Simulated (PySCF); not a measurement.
PySCF 2.14.0, B3LYP/def2-svp, df: B=[NH2+], charge +1, multiplicity 1, 5 atoms. The geometry is a generated start, not checked to be a minimum at this level.

- task: energy
- method: b3lyp
- basis: def2-svp
- two-electron scheme: density fitting
- mol.max_memory: 3000 MB
- mf.max_cycle: 100
- mf.conv_tol: 1e-09 (default)
- mf.grids.level: 3 (default)
- basis functions: 43
- grid points: 57376

```xyz
5

B      0.7300    -0.0544     0.2874
N     -0.4714     0.0300    -0.1862
H      1.7985    -0.1221     0.7091
H     -0.9746     0.9048    -0.3790
H     -1.0825    -0.7584    -0.4313
```

Charge 1 and multiplicity 1 are set for this test and not shown to be the ground state.

With the defaults (mf.diis = true, mf.diis_space = 8, mf.DIIS = CDIIS, mf.init_guess = minao, mf.level_shift = 0) it converges in 10 Fock builds. One run each on 2 threads, 1 BLAS thread, with these changes:
- mf.init_guess = sap
- mf.diis_space = 20
- mf.diis = false
- mf.DIIS = ADIIS
- mf.diis_space = 5
- mf.init_guess = 1e
- mf.level_shift = 1 Hartree
- mf.init_guess = mod_huckel
- mf.diis_space = 3

Q: Which of these changes keep the SCF from converging, or lead it to another solution?

A: No convergence: mf.diis = false (the run ends without SCF convergence in 100 cycles). The rest reach the solution of the defaults.

| setting | Fock builds | end |
|---|---|---|
| the defaults | 10 | same solution |
| mf.diis_space = 5 | 10 | same solution |
| mf.init_guess = mod_huckel | 10 | same solution |
| mf.diis_space = 20 | 10 | same solution |
| mf.init_guess = sap | 11 | same solution |
| mf.diis_space = 3 | 11 | same solution |
| mf.DIIS = ADIIS | 14 | same solution |
| mf.init_guess = 1e | 14 | same solution |
| mf.level_shift = 1 Hartree | 31 | same solution |
| mf.diis = false | 101 | no convergence |
